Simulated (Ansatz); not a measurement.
Tunnelling through a barrier is set by its complex band structure: the current falls as exp(−2κd) with the smallest κ.

Input:

```
AgI
1.0
    4.43557     0.00000     0.00000
    0.00000    14.61440     0.00000
    2.21778     0.00000     3.84132
Ag I
4 4
Direct
  0.00000   0.67840   0.00000
  0.00000   0.17840   0.00000
  0.66667   0.57134   0.66667
  0.33333   0.07134   0.33333
  0.00000   0.98165   0.00000
  0.00000   0.48165   0.00000
  0.66667   0.76860   0.66667
  0.33333   0.26860   0.33333
```

Space group of this cell: P6_3mc. The cell was relaxed by PBE-D3(BJ); by PBEsol its mean pressure is -1.0 GPa.

Transport runs along the normal of the first two printed cell vectors, the (100) plane of the conventional cell.

No gap correction and no spin-orbit coupling; mid-gap values are interpolated between computed energies.

Question: Give the band gap and the smallest decay constant κ at mid-gap that PBEsol in Ansatz (a quantum-chemistry and plane-wave program) yields.

Answer: Gap 1.33 eV on a 8×2×8 mesh; κ = 0.134 1/Å, at the zone centre.
